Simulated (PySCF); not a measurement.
PySCF 2.14.0, MP2 (frozen core)/cc-pvdz: Al(H)(Me)(OtBu) ([CH3][AlH][O]C(C)(C)C), 20 atoms. The geometry is a generated start, not checked to be a minimum at this level.

- task = mp2
- basis = cc-pvdz
- two-electron scheme = exact four-centre integrals
- frozen core = true
- mf.init_guess = minao (default)
- mf.DIIS = CDIIS (default)
- mf.diis_space = 8 (default)
- mf.conv_tol = 1e-09 (default)
- basis functions (reference run) = 167

On 4 threads, 1 BLAS thread. Build: conda-forge: OpenMP (GNU), OpenBLAS with its own threads, libcint, Libxc. Single runs; times are not shown.

Values of mol.max_memory tried: 8000 MB, 4000 MB, 2000 MB, 1000 MB, 500 MB, 300 MB, 200 MB.

Problem. What happens as the memory setting falls?

Solution. It runs down to 200 MB, the lowest tried, with the same result. At 8000 MB: SCF integrals in memory, transformation in memory. From 1000 MB down: SCF integrals in memory, transformation through a file. From 500 MB down: direct SCF, transformation through a file.

```
mol.max_memory                                                    path  peak memory
--------------  ------------------------------------------------------  -----------
8000 MB              SCF integrals in memory, transformation in memory      1.2 GiB
4000 MB              SCF integrals in memory, transformation in memory      1.2 GiB
2000 MB              SCF integrals in memory, transformation in memory      1.2 GiB
1000 MB         SCF integrals in memory, transformation through a file      1.6 GiB
500 MB                       direct SCF, transformation through a file     0.87 GiB
300 MB                       direct SCF, transformation through a file     0.87 GiB
200 MB                       direct SCF, transformation through a file     0.86 GiB
```

Peak memory is the kernel's count for the largest process, libraries included and scratch files not. The peak passes the setting at 1000 MB, 500 MB, 300 MB, 200 MB: it is no hard cap. MP2's transformation through a file may take 2000 MB even at lower settings.
